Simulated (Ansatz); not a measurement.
AlB2-type LaCu₂, treated with LDA (Ansatz, a program for electronic structure, PAW).

Run with plane-wave cutoff 520 eV, 18×18×14 k mesh (along the axes of the cell as run), Fermi–Dirac smearing 0.05 eV, no spin polarisation, scalar-relativistic PAW data made under PBE.

Computed at the level's own relaxed cell.

Question: Predict the lattice constant a, c axis length and bulk modulus.

Answer: 
- lattice constant a: 4.213 Å
- c axis length: 3.731 Å
- bulk modulus: 79.9 GPa

The run finds no gap.

Note: the bulk modulus is −V dP/dV from two relaxed cells at ±2 % in volume; the volume lies 8 % below that of the published cell.

Spin–orbit coupling is not included.

Computed values are for the static lattice.

The result took roughly 9 core-minutes.
